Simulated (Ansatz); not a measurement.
The parent structure is YGa2 (space group P6/mmm, No. 191; a = 4.167 Å, c = 4.028 Å).

Calculations: plane-wave PAW DFT at the PBEsol level (Ansatz, an electronic-structure program, 420 eV), scalar-relativistic without spin-orbit coupling.

For the base:

| Quantity | Result |
|---|---|
| Lattice parameter a | 4.167 Å |
| c/a ratio | 0.967 |

It is then changed as follows: cell and atoms relaxed at a pressure of 3 GPa.

Problem. Estimate the effect on the lattice parameter a and c/a ratio.

Solution. The lattice parameter a shrinks by 0.024 Å to 4.143 Å; the c/a ratio shrinks by 0.020 to 0.947.

Load acts through the strain it causes; cell and atoms are relaxed under it. No phonon test of stability was made. The final runs are not spin-polarised.
